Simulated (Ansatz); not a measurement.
## Pressure series in MgS

Take MgS in the rock salt structure (space group Fm-3m, No. 225; a = 5.2297 Å) as the base.

Cell and atoms are relaxed at each pressure.

All numbers come from PBE (Ansatz, a first-principles code; PAW; 420 eV plane waves; no SOC).

```tsv
pressure (GPa)	band gap (eV)
-2	2.70
-1	2.73
0	2.76
0.3	?
0.7	2.78
3	2.84
5	2.88
7.5	2.94
10	2.98
```

Task: Fit E_g = E₀ + αP + βP² to the rows shown and predict the withheld row.

Result: Least squares on the printed values gives E₀ = 2.76 eV, α = 28.2 meV/GPa, β = -0.60 meV/GPa² (largest residual 0.01 eV); this predicts 2.77 eV, and the run gives 2.77 eV, in agreement.

Load acts through the strain it causes; cell and atoms are relaxed under it. Whether these cells are dynamically stable was not tested. No other phases were tried under pressure. The base started in P3_121 and relaxed to Fm-3m at this level.
